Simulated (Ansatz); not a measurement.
Base system: PbTe in the rock salt structure (space group Fm-3m, No. 225; a = 6.570 Å). Axes: x, y, z lie along the cube axes.

Method: Ansatz (a program for electronic structure) PBE, no spin-orbit coupling.

One thing is altered: the cell is scaled by 0.9918 in all directions; the atoms relax in the strained cell.

Question: Predict the stress tensor and what it implies for the stiffness.

Answer: Stress of the strained cell less that of the base (GPa, compression positive):
```
   1.01    0.00    0.00
   0.00    1.01    0.00
   0.00    0.00    1.01
```

Then B = −ΔP/(ΔV/V₀) with ΔV/V₀ = -0.0244 gives secant stiffness values (nonlinear terms included at this strain): B ≈ 41 GPa.

No phonon test of stability was made.
